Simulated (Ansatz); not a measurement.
An ideal cubic perovskite cell is held by its symmetry; such compounds can tilt or shift off centre at room temperature.

Inside the gap of an insulator the Bloch states are evanescent, with a wavenumber k + iκ along the transport direction.

Here is the system:

```xyz
5
Lattice="5.9486 0.0000 0.0000 0.0000 8.4126 0.0000 0.0000 4.2063 4.2063" Properties=species:S:1:pos:R:3 pbc="T T T"
Cs     0.0000     0.0000     0.0000
Pb     2.9743     4.2063     0.0000
Br     0.0000     4.2063     0.0000
Br     2.9743     2.1032     2.1032
Br     2.9743     6.3095     2.1032
```

Space group of this cell: Pm-3m, cubic perovskite. The cell is taken as given.

Transport runs along the normal of the first two printed cell vectors, the (110) plane of the conventional cell.

The gap is the functional's own, uncorrected, and κ follows it; spin-orbit coupling is left out. Mid-gap values are interpolated between the computed energies.

Compute, with r2SCAN run with Ansatz (a program for electronic structure), the band gap and the smallest decay constant κ at mid-gap.

Gap 2.06 eV on a 8×8×8 mesh; κ = 0.143 1/Å, at (0.500, 0.000) of the in-plane reciprocal vectors. At the zone centre, at the nearest computed energy, the slowest state has κ = 0.20 1/Å.
